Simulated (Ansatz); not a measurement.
Consider the energy of the reaction as written. Reaction: 1/2 cell B → cell A. The sign is products less reactants.

Cell A: a sheet of composition P, 1 atom, square cell of 2.28 Å (5.2 Å²), symmetry P4/mmm, 0.0 Å thick under 16 Å of vacuum, in-plane vectors relaxed; planes from bottom to top: P; a model cell; spin state with PBE: no moments, k-point mesh 14×14×1.
```
CELL_PARAMETERS angstrom
      2.27928     0.00000     0.00000
      0.00000     2.27928     0.00000
      0.00000     0.00000    16.00000
ATOMIC_POSITIONS crystal
  P  0.00000 0.00000 0.50000
```

Cell B: a sheet of composition P2, 2 atoms, hexagonal cell of 3.28 Å (9.3 Å²), symmetry P-3m1, 1.2 Å thick under 16 Å of vacuum, in-plane vectors relaxed; planes from bottom to top: P × 2; a model cell; spin state with PBE: run without spin, k-point mesh 12×12×1.
```
CELL_PARAMETERS angstrom
      3.27953     0.00000     0.00000
     -1.63976     2.84015     0.00000
      0.00000     0.00000    17.24000
ATOMIC_POSITIONS crystal
  P  0.33333 0.66667 0.53603
  P  0.66667 0.33333 0.46397
```

Plane-wave PAW calculations with Ansatz (a program for electronic structure), its PAW set soft_1, cutoff 420 eV, 500 eV for r2SCAN. The structures are at rest with PBE; other levels are single points on them. Neutral cells; Fermi-Dirac smearing of at most 0.05 eV in the solids, energies taken to zero width. The lattices are those relaxed with PBE, so at other levels the solids can be strained, which adds to the spread. A dispersion term (D3(BJ), or D4 for r2SCAN) was computed beside these levels and is taken off wherever the name lacks it. No zero-point or thermal terms. The cells' k-point meshes differ in density, so the last digit is unsettled. Cell A has symmetry P4/mmm and got no random move, so less symmetric positions, which may lie lower, weren't tried. Cell B has symmetry P-3m1 and got no random move, so less symmetric positions, which may lie lower, weren't tried.

**Question.** What value does r2SCAN give?

**Answer.** 0.55 eV, for 1/2 cell B → cell A.

**Question.** What do the other levels give, and how wide is the spread?

**Answer.** 
| Level | value (eV) | less r2SCAN |
|---|---|---|
| PBE | 0.49 | -0.06 |

The levels span only 0.06 eV, too little to tell them apart.
